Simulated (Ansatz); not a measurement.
Results of LDA in Ansatz (PAW) for LiCl (model structure, F-43m, No. 216, 2 atoms in the cell).

Settings: plane-wave cutoff 520 eV, 10×10×10 k mesh, Fermi–Dirac smearing 0.01 eV, scalar-relativistic PAW data made under PBE.

Cell (relaxed at this level):

```cif
data_ClLi
_chemical_formula_sum 'Li1 Cl1'
_space_group_name_H-M_alt 'P 1'
_space_group_IT_number 1
_cell_length_a 3.76432
_cell_length_b 3.76432
_cell_length_c 3.76432
_cell_angle_alpha 60.000
_cell_angle_beta 60.000
_cell_angle_gamma 60.000
loop_
_space_group_symop_operation_xyz
  'x, y, z'
loop_
_atom_site_label
_atom_site_type_symbol
_atom_site_fract_x
_atom_site_fract_y
_atom_site_fract_z
_atom_site_occupancy
Li1 Li 0.00000 0.00000 0.00000 1
Cl1 Cl 0.25000 0.25000 0.25000 1
```

Predict the band gap.


- band gap = 5.91 eV (direct)

Note: the relaxation could raise the start's symmetry but not lower it, so the cell can be a saddle point.

The computed numbers hold no vibrational or temperature effects.

A model structure was made by putting elements into a prototype or built by hand; it is no filed structure, need not be a known phase, and can be a saddle point held by its symmetry.

Ansatz is a program for electronic structure.
